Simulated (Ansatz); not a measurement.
**Random Si-Ge alloy, 4x4x4 cubic cells, lattice parameter by Vegard's rule**

Prepared with Tersoff's 1989 multicomponent potential (SiCGe.tersoff) (LAMMPS): minimisation. Geometry as solved with PBE, support functions at accuracy medium on the grid of 370 eV (Ansatz, an electronic-structure program).

```xyz
512
Lattice="22.84 0.00 0.00 0.00 22.84 0.00 0.00 0.00 22.84" Properties=species:S:1:pos:R:3 pbc="T T T"
Ge     0.01    -0.01     0.00
Ge     1.46     1.40     1.46
Ge     2.86     2.86     0.01
Ge     4.25     4.33     1.45
Si     2.87    -0.01     2.87
Ge     4.27     1.42     4.28
Ge     0.02     2.87     2.87
Ge     1.46     4.33     4.28
Ge     0.02     0.01     5.72
Ge     1.45     1.44     7.16
Ge     2.89     2.90     5.73
Si     4.30     4.29     7.15
Ge     2.86    -0.01     8.62
Si     4.28     1.43     9.99
Ge     0.00     2.86     8.58
Ge     1.46     4.30     9.98
Ge    -0.01    -0.04    11.41
Ge     1.41     1.41    12.85
Ge     2.87     2.83    11.41
Ge     4.29     4.31    12.82
Ge     2.82    -0.02    14.31
Ge     4.28     1.42    15.71
Ge    -0.05     2.83    14.30
Ge     1.42     4.28    15.70
Ge    -0.01    -0.01    17.06
Ge     1.43     1.41    18.53
Ge     2.87     2.88    17.15
Si     4.27     4.30    18.55
Ge     2.86    -0.05    19.95
Ge     4.28     1.42    21.40
Ge     0.00     2.85    19.97
Ge     1.43     4.29    21.41
Ge     0.04     5.77     0.03
Si     1.43     7.16     1.48
Ge     2.82     8.56     0.04
Ge     4.26    10.00     1.48
Si     2.82     5.76     2.84
Ge     4.23     7.13     4.28
Si     0.06     8.58     2.84
Ge     1.41    10.04     4.27
Ge     0.04     5.77     5.73
Si     1.46     7.16     7.15
Ge     2.85     8.60     5.75
Si     4.31     9.98     7.14
Ge     2.90     5.74     8.53
Si     4.31     7.17     9.92
Ge     0.02     8.55     8.54
Ge     1.44     9.99     9.99
Ge     0.00     5.70    11.42
Ge     1.43     7.15    12.83
Ge     2.89     8.54    11.37
Ge     4.27    10.00    12.84
Ge     2.87     5.74    14.29
Si     4.27     7.14    15.71
Ge    -0.02     8.60    14.24
Ge     1.42    10.01    15.69
Ge    -0.01     5.72    17.12
Ge     1.42     7.16    18.57
Ge     2.87     8.57    17.10
Ge     4.27    10.05    18.55
Ge     2.88     5.70    19.97
Ge     4.28     7.15    21.44
Si     0.02     8.57    19.98
Ge     1.43     9.99    21.37
Ge     0.02    11.43    -0.01
Ge     1.46    12.82     1.48
Ge     2.82    14.28    -0.01
Ge     4.25    15.70     1.46
Si     2.88    11.43     2.90
Si     4.28    12.77     4.31
Ge    -0.01    14.25     2.89
Ge     1.46    15.71     4.27
Si    -0.04    11.45     5.66
Ge     1.40    12.82     7.08
Ge     2.89    14.23     5.68
Ge     4.32    15.66     7.14
Ge     2.87    11.40     8.52
Ge     4.28    12.87     9.97
Ge     0.00    14.27     8.55
Ge     1.41    15.71    10.00
Ge     0.01    11.42    11.47
Si     1.39    12.86    12.88
Ge     2.81    14.25    11.45
Ge     4.25    15.71    12.88
Ge     2.84    11.47    14.26
Ge     4.30    12.85    15.74
Si     0.03    14.25    14.27
Ge     1.40    15.68    15.69
Ge     0.01    11.44    17.15
Ge     1.42    12.86    18.61
Ge     2.86    14.30    17.17
Si     4.25    15.74    18.56
Si     2.84    11.42    19.98
Ge     4.24    12.84    21.38
Si    -0.03    14.29    19.96
Ge     1.41    15.70    21.34
Ge    -0.01    17.12    -0.04
Ge     1.44    18.51     1.44
Ge     2.86    19.96     0.01
Ge     4.28    21.40     1.47
Si     2.86    17.13     2.86
Ge     4.30    18.54     4.24
Ge     0.02    19.97     2.85
Ge     1.46    21.43     4.26
Ge     0.00    17.12     5.72
Ge     1.43    18.56     7.15
Ge     2.87    19.98     5.70
Ge     4.29    21.41     7.15
Ge     2.87    17.10     8.56
Ge     4.27    18.55    10.00
Ge     0.02    20.01     8.61
Si     1.42    21.42    10.01
Ge     0.00    17.17    11.45
Si     1.42    18.57    12.85
Ge     2.80    19.98    11.42
Ge     4.25    21.40    12.85
Ge     2.82    17.18    14.28
Si     4.25    18.56    15.70
Ge     0.03    19.98    14.27
Si     1.41    21.40    15.69
Ge    -0.05    17.07    17.16
Ge     1.44    18.51    18.56
Ge     2.85    19.99    17.10
Si     4.26    21.39    18.53
Si     2.86    17.10    19.95
Ge     4.25    18.52    21.37
Ge    -0.03    19.93    19.99
Ge     1.42    21.38    21.41
Ge     5.71    -0.01     0.01
Ge     7.15     1.41     1.46
Ge     8.57     2.86     0.02
Ge     9.96     4.33     1.48
Si     8.55    -0.02     2.86
Ge     9.95     1.38     4.28
Ge     5.70     2.87     2.86
Ge     7.14     4.32     4.28
Ge     5.73     0.02     5.73
Si     7.11     1.44     7.14
Ge     8.53     2.83     5.73
Ge     9.97     4.27     7.16
Ge     8.53     0.03     8.54
Ge     9.99     1.42     9.99
Ge     5.69     2.85     8.56
Si     7.10     4.28     9.97
Ge     5.66     0.01    11.39
Ge     7.12     1.43    12.82
Ge     8.53     2.89    11.38
Ge     9.98     4.29    12.83
Ge     8.55     0.00    14.26
Ge    10.00     1.42    15.69
Ge     5.71     2.86    14.26
Ge     7.13     4.30    15.71
Ge     5.69    -0.03    17.15
Ge     7.13     1.44    18.55
Ge     8.59     2.88    17.14
Si     9.99     4.29    18.55
Ge     8.56    -0.01    19.98
Ge    10.00     1.44    21.40
Ge     5.68     2.89    19.96
Ge     7.13     4.29    21.43
Ge     5.74     5.75     0.05
Si     7.15     7.13     1.48
Ge     8.54     8.54     0.04
Ge     9.98    10.00     1.43
Si     8.52     5.75     2.86
Ge     9.92     7.16     4.30
Ge     5.72     8.54     2.87
Ge     7.11     9.99     4.36
Ge     5.68     5.71     5.73
Ge     7.10     7.19     7.15
Si     8.55     8.58     5.75
Si     9.95     9.96     7.10
Ge     8.51     5.70     8.58
Ge     9.95     7.15    10.01
Si     5.67     8.59     8.55
Ge     7.13     9.94     9.97
Ge     5.71     5.74    11.33
Ge     7.13     7.17    12.81
Si     8.55     8.57    11.41
Ge     9.96     9.97    12.83
Ge     8.55     5.73    14.26
Ge     9.99     7.14    15.71
Ge     5.67     8.55    14.30
Ge     7.09    10.02    15.73
Ge     5.65     5.72    17.13
Ge     7.11     7.13    18.56
Ge     8.55     8.57    17.14
Ge     9.99    10.00    18.55
Ge     8.58     5.69    19.96
Ge     9.99     7.14    21.41
Ge     5.68     8.59    19.99
Ge     7.12     9.99    21.44
Ge     5.67    11.43     0.01
Ge     7.10    12.85     1.45
Ge     8.54    14.27     0.00
Ge     9.98    15.69     1.43
Ge     8.53    11.41     2.88
Ge     9.98    12.85     4.28
Ge     5.67    14.25     2.93
Si     7.11    15.68     4.29
Si     5.64    11.39     5.73
Ge     7.06    12.82     7.12
Ge     8.51    14.28     5.69
Ge     9.97    15.70     7.13
Ge     8.55    11.37     8.51
Ge     9.97    12.83     9.97
Si     5.70    14.26     8.56
Ge     7.11    15.69     9.95
Ge     5.71    11.42    11.40
Ge     7.13    12.87    12.85
Ge     8.56    14.29    11.41
Ge     9.99    15.72    12.86
Ge     8.55    11.43    14.28
Ge    10.00    12.87    15.70
Ge     5.73    14.31    14.31
Si     7.12    15.73    15.72
Si     5.70    11.44    17.14
Ge     7.10    12.86    18.53
Ge     8.54    14.32    17.11
Ge    10.03    15.76    18.51
Ge     8.55    11.43    19.99
Ge    10.00    12.86    21.41
Ge     5.65    14.31    19.95
Ge     7.12    15.70    21.40
Ge     5.69    17.12     0.01
Ge     7.11    18.57     1.45
Ge     8.58    19.95    -0.02
Ge     9.96    21.43     1.44
Ge     8.51    17.09     2.88
Ge     9.97    18.54     4.29
Si     5.71    19.99     2.86
Ge     7.13    21.40     4.26
Ge     5.75    17.12     5.70
Si     7.13    18.55     7.12
Ge     8.54    19.97     5.74
Ge    10.00    21.39     7.17
Ge     8.54    17.16     8.53
Ge    10.00    18.59     9.96
Ge     5.73    19.95     8.54
Ge     7.12    21.42     9.98
Ge     5.70    17.11    11.43
Ge     7.14    18.54    12.87
Ge     8.57    19.99    11.43
Ge    10.01    21.40    12.87
Ge     8.58    17.14    14.35
Si    10.05    18.52    15.73
Ge     5.67    19.95    14.29
Ge     7.13    21.38    15.70
Ge     5.66    17.12    17.10
Ge     7.12    18.55    18.53
Ge     8.60    19.93    17.09
Ge    10.00    21.38    18.54
Ge     8.58    17.16    19.99
Si     9.99    18.55    21.40
Ge     5.67    19.99    19.94
Ge     7.12    21.39    21.40
Ge    11.42    -0.02    -0.02
Ge    12.84     1.43     1.42
Ge    14.29     2.85    -0.03
Ge    15.70     4.29     1.42
Ge    14.27     0.01     2.87
Ge    15.68     1.45     4.33
Ge    11.40     2.85     2.88
Ge    12.86     4.25     4.33
Ge    11.43    -0.01     5.73
Ge    12.90     1.43     7.14
Si    14.28     2.85     5.74
Ge    15.71     4.22     7.17
Ge    14.36     0.01     8.60
Si    15.76     1.43    10.03
Ge    11.44     2.85     8.58
Ge    12.90     4.24    10.03
Ge    11.44    -0.01    11.42
Ge    12.91     1.43    12.82
Si    14.34     2.80    11.39
Ge    15.72     4.22    12.82
Ge    14.29    -0.02    14.31
Si    15.73     1.36    15.71
Ge    11.44     2.85    14.24
Ge    12.87     4.26    15.70
Ge    11.45    -0.04    17.09
Ge    12.86     1.42    18.53
Ge    14.33     2.81    17.10
Ge    15.74     4.25    18.57
Ge    14.29    -0.01    19.96
Ge    15.75     1.45    21.36
Ge    11.41     2.88    19.94
Ge    12.85     4.30    21.40
Ge    11.41     5.71     0.01
Ge    12.85     7.15     1.43
Ge    14.32     8.56    -0.01
Ge    15.70    10.07     1.41
Ge    14.27     5.70     2.87
Ge    15.71     7.14     4.29
Ge    11.40     8.57     2.87
Ge    12.86    10.03     4.25
Ge    11.38     5.71     5.71
Ge    12.83     7.14     7.14
Ge    14.27     8.58     5.71
Ge    15.71    10.01     7.14
Ge    14.28     5.70     8.57
Ge    15.73     7.12    10.00
Ge    11.36     8.59     8.54
Ge    12.83     9.99     9.99
Ge    11.43     5.71    11.42
Ge    12.86     7.14    12.85
Ge    14.29     8.57    11.41
Ge    15.74    10.01    12.82
Ge    14.29     5.68    14.26
Ge    15.72     7.13    15.68
Ge    11.44     8.59    14.29
Si    12.85    10.00    15.69
Ge    11.41     5.68    17.15
Ge    12.87     7.15    18.55
Ge    14.27     8.60    17.09
Ge    15.74    10.04    18.52
Ge    14.32     5.73    20.00
Si    15.71     7.16    21.41
Ge    11.43     8.58    19.99
Ge    12.88    10.02    21.41
Ge    11.45    11.45     0.03
Si    12.88    12.83     1.44
Ge    14.30    14.23     0.00
Ge    15.75    15.71     1.38
Si    14.25    11.44     2.82
Ge    15.68    12.83     4.23
Ge    11.45    14.24     2.83
Ge    12.86    15.70     4.27
Ge    11.38    11.39     5.72
Ge    12.83    12.84     7.14
Ge    14.28    14.26     5.70
Ge    15.70    15.70     7.15
Ge    14.28    11.43     8.58
Ge    15.75    12.84    10.02
Ge    11.41    14.28     8.57
Ge    12.86    15.70    10.02
Ge    11.41    11.43    11.43
Ge    12.87    12.87    12.87
Ge    14.34    14.30    11.46
Si    15.75    15.73    12.85
Ge    14.28    11.39    14.30
Ge    15.72    12.85    15.71
Ge    11.45    14.33    14.31
Si    12.85    15.76    15.71
Ge    11.45    11.41    17.11
Ge    12.87    12.86    18.56
Ge    14.26    14.32    17.10
Ge    15.70    15.70    18.57
Ge    14.35    11.47    20.01
Si    15.76    12.85    21.45
Ge    11.41    14.29    19.96
Ge    12.85    15.69    21.41
Ge    11.39    17.14    -0.02
Ge    12.84    18.55     1.42
Ge    14.29    19.97     0.00
Ge    15.71    21.42     1.43
Ge    14.30    17.13     2.84
Ge    15.73    18.55     4.31
Ge    11.41    19.98     2.87
Ge    12.86    21.40     4.30
Ge    11.43    17.13     5.71
Ge    12.83    18.59     7.18
Ge    14.32    20.01     5.77
Si    15.73    21.41     7.19
Ge    14.28    17.15     8.60
Ge    15.71    18.57    10.07
Si    11.43    20.00     8.58
Ge    12.88    21.37     9.99
Ge    11.43    17.16    11.42
Ge    12.89    18.59    12.84
Si    14.29    20.00    11.43
Ge    15.72    21.43    12.80
Ge    14.30    17.10    14.26
Ge    15.71    18.56    15.70
Ge    11.44    19.97    14.33
Si    12.86    21.40    15.70
Si    11.47    17.15    17.09
Si    12.82    18.53    18.52
Ge    14.23    19.97    17.12
Ge    15.73    21.42    18.50
Ge    14.24    17.15    19.95
Ge    15.72    18.53    21.41
Ge    11.42    19.91    19.97
Ge    12.86    21.38    21.38
Ge    17.15     0.00    -0.02
Ge    18.57     1.43     1.44
Ge    19.98     2.87     0.00
Ge    21.43     4.30     1.42
Ge    20.00    -0.01     2.86
Ge    21.42     1.43     4.30
Ge    17.13     2.86     2.87
Ge    18.57     4.29     4.29
Ge    17.10    -0.01     5.77
Ge    18.52     1.45     7.21
Ge    19.98     2.85     5.75
Ge    21.42     4.31     7.15
Ge    19.95    -0.03     8.62
Ge    21.40     1.42    10.01
Si    17.11     2.85     8.64
Si    18.52     4.24     9.99
Si    17.15     0.02    11.40
Si    18.52     1.37    12.82
Ge    19.91     2.83    11.42
Ge    21.38     4.26    12.83
Ge    19.94     0.01    14.28
Si    21.37     1.42    15.70
Ge    17.13     2.76    14.27
Ge    18.58     4.22    15.69
Si    17.13    -0.01    17.08
Ge    18.54     1.43    18.49
Si    20.00     2.80    17.08
Ge    21.38     4.24    18.50
Ge    19.98     0.01    19.95
Ge    21.41     1.42    21.41
Si    17.16     2.84    19.94
Ge    18.54     4.26    21.37
Ge    17.11     5.73    -0.05
Ge    18.56     7.15     1.41
Ge    20.00     8.60     0.00
Ge    21.46     9.99     1.45
Ge    20.01     5.73     2.86
Ge    21.48     7.19     4.25
Ge    17.13     8.59     2.84
Ge    18.58    10.02     4.27
Ge    17.13     5.70     5.73
Ge    18.58     7.14     7.15
Ge    20.01     8.58     5.70
Ge    21.45    10.02     7.10
Ge    19.95     5.67     8.61
Ge    21.40     7.14    10.00
Ge    17.15     8.57     8.58
Ge    18.55    10.02    10.03
Ge    17.18     5.69    11.43
Si    18.57     7.13    12.84
Ge    19.99     8.58    11.48
Si    21.41    10.01    12.86
Ge    19.95     5.72    14.25
Ge    21.40     7.15    15.68
Ge    17.17     8.55    14.24
Ge    18.55    10.03    15.71
Ge    17.15     5.68    17.12
Ge    18.56     7.14    18.57
Ge    19.98     8.59    17.14
Ge    21.44     9.98    18.59
Ge    20.01     5.70    19.97
Ge    21.45     7.17    21.39
Ge    17.11     8.57    20.01
Ge    18.53    10.05    21.45
Si    17.14    11.48     0.02
Si    18.56    12.83     1.39
Ge    19.93    14.28    -0.01
Ge    21.41    15.67     1.41
Ge    20.01    11.48     2.85
Si    21.41    12.87     4.32
Ge    17.17    14.24     2.81
Ge    18.60    15.65     4.30
Ge    17.13    11.44     5.69
Ge    18.60    12.88     7.11
Si    20.03    14.25     5.70
Ge    21.36    15.70     7.15
Ge    20.00    11.42     8.56
Ge    21.42    12.84    10.01
Ge    17.17    14.29     8.58
Ge    18.56    15.77    10.03
Si    17.14    11.42    11.42
Ge    18.55    12.83    12.82
Ge    19.99    14.29    11.42
Ge    21.46    15.67    12.88
Ge    20.01    11.43    14.26
Ge    21.43    12.90    15.71
Ge    17.13    14.29    14.26
Ge    18.60    15.68    15.72
Si    17.15    11.46    17.12
Ge    18.57    12.87    18.52
Si    20.02    14.29    17.15
Si    21.40    15.64    18.57
Ge    19.99    11.43    19.98
Ge    21.43    12.89    21.40
Ge    17.14    14.28    20.03
Si    18.54    15.71    21.42
Si    17.15    17.10    -0.06
Ge    18.54    18.51     1.38
Ge    20.01    19.93    -0.05
Ge    21.41    21.38     1.41
Ge    19.99    17.11     2.84
Ge    21.42    18.55     4.28
Ge    17.15    19.97     2.84
Ge    18.55    21.41     4.31
Ge    17.17    17.11     5.73
Ge    18.58    18.55     7.20
Ge    19.99    19.98     5.74
Ge    21.42    21.42     7.17
Si    19.99    17.14     8.60
Ge    21.36    18.58    10.01
Ge    17.14    20.02     8.63
Si    18.54    21.43    10.06
Si    17.11    17.13    11.47
Ge    18.56    18.56    12.82
Si    19.93    20.01    11.41
Ge    21.37    21.38    12.84
Ge    20.00    17.13    14.27
Ge    21.41    18.56    15.71
Ge    17.15    20.02    14.28
Si    18.53    21.45    15.70
Ge    17.15    17.12    17.13
Ge    18.59    18.54    18.56
Ge    19.95    20.02    17.09
Ge    21.42    21.40    18.53
Ge    20.01    17.07    20.00
Si    21.41    18.51    21.39
Ge    17.14    19.98    19.96
Ge    18.57    21.40    21.39
```
